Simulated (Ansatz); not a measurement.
Here is the system:

End structure of a constructed model of the (111) surface of fcc Ag, a pseudomorphic layer of W in the other hollow (bottom of the slab: a bare face, its two planes held):

```xyz
7
Lattice="2.9334 0.0000 0.0000 -1.4667 2.5404 0.0000 0.0000 0.0000 31.0000" Properties=species:S:1:pos:R:3 pbc="T T T"
Ag     0.0000     1.6936     8.1606
Ag     1.4667     0.8468    10.5557
Ag     0.0000     0.0000    12.9476
Ag     0.0000     1.6936    15.3483
Ag     1.4667     0.8468    17.7498
Ag     0.0000     0.0000    20.1622
W      1.4667     0.8468    22.5095
```

Model: 7-atom slab, 14.7 Å thick at the start with caps and adatoms, 15x15x1 mesh, Fermi-Dirac 0.1 eV, dipole correction, 2 atoms held, the rest relaxed; symmetry of the start imposed; no spin, no spin-orbit, no U. In PBE it is, or lies within 0.01 eV a 1x1 cell of, the lowest of the 2 structures of its composition computed so far; subsurface sites and larger cells were not tried.

**Question.** What is the computed work function of the top face (PBE in Ansatz, an electronic-structure program)?

**Answer.** 5.56 eV
